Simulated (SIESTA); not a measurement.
```xyz
4
Lattice="3.1698 0.0000 0.0000 -1.5849 2.7451 0.0000 0.0000 0.0000 6.1271" Properties=species:S:1:pos:R:3 pbc="T T T"
V      0.0000     0.0000     0.0000
V      0.0000     0.0000     3.0636
S      1.5849     0.9150     1.5318
S      0.0000     1.8301     4.5953
```

Level of theory: SIESTA with GGA PBEsol, numerical atomic orbitals DZP, PseudoDojo PBEsol standard norm-conserving potentials (rewritten from UPF to PSML).

The set-up and first iterations of a SIESTA log for VS (P6_3/mmc, 4 atoms in the cell):

```
reinit: Reading from file input.fdf

reinit: System Name: VS
reinit: System Label: VS

coor:   Atomic-coordinates input format  =     Fractional

siesta: Atomic coordinates (Bohr) and species
siesta:      0.00000   0.00000   0.00000  1        1
siesta:      0.00000   0.00000   5.78930  1        2
siesta:      2.99503   1.72918   2.89465  2        3
siesta:     -0.00000   3.45836   8.68395  2        4

siesta: System type = bulk

initatomlists: Number of atoms, orbitals, and projectors:      4    64    72

siesta: ******************** Simulation parameters ****************************
redata: Spin configuration                          = none
redata: Time-Reversal Symmetry                      = T
redata: Number of Atomic Species                    =        2
redata: Mesh Cutoff                                 =   300.0000 Ry
redata: Net charge of the system                    =     0.0000 |e|
   [... lines left out ...]
diag: Use parallel 2D distribution                  =   F
diag: Parallel block-size                           = 65
diag: Parallel distribution                         =     1 x     1
diag: Used triangular part                          = Lower
diag: Absolute tolerance                            =  0.100E-15
diag: Orthogonalization factor                      =  0.100E-05
diag: Memory factor                                 =  1.0000

                        Single-point calculation

outcell: Unit cell vectors (Ang):
        3.169800    0.000000    0.000000
       -1.584900    2.745127    0.000000
        0.000000    0.000000    6.127130

outcell: Cell vector modules (Ang)   :    3.169800    3.169800    6.127130
outcell: Cell angles (23,13,12) (deg):     90.0000     90.0000    120.0000
outcell: Cell volume (Ang**3)        :     53.3152
Gamma-point calculation with interaction between periodic images
Gamma-point calculation with interaction between periodic images
Some features might not work optimally:
Some features might not work optimally:
e.g. DM initialization from atomic data
e.g. DM initialization from atomic data
new_DM -- step:     1
Initializing Density Matrix...

Attempting to read DM from file... Failed...
DM filled with atomic data:

InitMesh: MESH = 30 x 30 x 64 = 57600
InitMesh: Mesh cutoff (required, used) =   300.000   301.542 Ry

stepf: Fermi-Dirac step function
        iscf     Eharris(eV)        E_KS(eV)     FreeEng(eV)     dDmax    Ef(eV) dHmax(eV)
   scf:    1    -4499.773933    -4575.718714    -4576.056678  1.500538 -4.619438 13.277913
   scf:    2    -4548.120154    -4589.948550    -4590.415194  2.617487 -3.429958 11.381682
   scf:    3    -4600.497882    -4595.764081    -4596.297840  0.383843 -4.064852  6.823924
   scf:    4    -4520.996717    -4577.806503    -4578.239304  2.591663 -4.842941 13.605564
   scf:    5    -4583.325801    -4597.409991    -4597.951036  2.435613 -4.434432  4.374483
```

Task: How does the run end?

Result: The run ended unconverged after 150 iterations. It gives no final result for the task that was set. The log goes on:

```
   [... 141 lines left out ...]
   scf:  147    -4599.041119    -4599.041155    -4599.731524  0.000145 -4.757916  0.000894
   scf:  148    -4599.041302    -4599.041229    -4599.731524  0.000300 -4.757867  0.002254
   scf:  149    -4599.040992    -4599.041111    -4599.731523  0.000472 -4.757944  0.005226
   scf:  150    -4599.041215    -4599.041166    -4599.731521  0.000328 -4.757907  0.008070
SCF_NOT_CONV: SCF did not converge in maximum number of steps (required).
SCF_NOT_CONV: SCF did not converge in maximum number of steps (required).
Geom step, scf iteration, dDmax, dHmax:    0   150      0.000328     0.000593
Geom step, scf iteration, dDmax, dHmax:    0   150      0.000328     0.000593

ABNORMAL_TERMINATION
ABNORMAL_TERMINATION
Stopping Program from Node:    0
Stopping Program from Node:    0
```

The starting cell comes from a database of computed structures (which also holds hypothetical and non-ambient phases and stackings), without a prior relaxation at this level. Values carry the incompleteness of an atom-centred basis.

The run was DFT, GGA PBEsol, numerical atomic orbitals DZP, PseudoDojo PBEsol standard norm-conserving potentials (rewritten from UPF to PSML). Main settings of its input:

```
setting                                     value
---------------------  --------------------------
XC.functional                                 GGA
XC.authors                                 PBEsol
potentials             PseudoDojo PBEsol standard
PAO.BasisSize                                 DZP
PAO.EnergyShift                           0.01 Ry
MeshCutoff                                 300 Ry
kgrid.MonkhorstPack                         1 1 1
OccupationFunction                             FD
ElectronicTemperature                   1160.45 K
MaxSCFIterations                              150
SCF.Mixer.Method                          Broyden
SCF.Mixer.Weight                              0.2
```
